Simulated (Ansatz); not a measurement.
## Effect of uniaxial strain ε_zz = +2.40 % on WSe2

Start from WSe₂ (space group P6_3/mmc, No. 194; a = 3.279 Å, c = 12.786 Å; layered, stacked along the Cartesian z axis). Axes: x lies along a and z along c of the hexagonal cell.

The change: uniaxial strain ε_zz = +2.40 %, all other strain components held at zero, atoms relaxed at fixed cell.

All numbers come from PBE-D3(BJ) (Ansatz, a first-principles code), spin-orbit coupling left out. Γ-centred 12×12×3 mesh, Fermi–Dirac width 0.05 eV.

| quantity | base | changed | shift |
|---|---|---|---|
| volume per atom | 19.84 Å³ | 20.32 Å³ | +0.48 Å³ |
| shortest interatomic distance | 2.534 Å | 2.536 Å | +0.002 Å |
| energy relative to the base (free energy F) | 0 meV/atom | +2.1 meV/atom | +2.1 meV/atom |
| band gap | 0.87 eV | 0.99 eV | +0.12 eV |
| gap character | indirect, Γ → K–Γ (47 % along) | indirect, Γ → K–Γ (47 % along) | – |
| hole mass | 1.3 mₑ along c, 0.70 mₑ across (at Γ) | 1.1 mₑ along z, 0.85 mₑ across (at Γ) | – |
| valence-band top at Γ (three highest levels, from the VBM) | 0.00, -0.96, -1.20 eV | 0.00, -1.10, -1.11 eV | – |
| largest internal atomic displacement | – | 0.037 Å | – |
| stress (xx, yy, zz, yz, xz, xy; compression positive) | – | (-0.24, -0.24, -1.29, 0.00, 0.00, 0.00) GPa | – |

Spin-orbit coupling, missing from the scalar runs, can matter with W. Effective masses come from finite differences of ±0.01 Å⁻¹. No phonon test of stability was made.
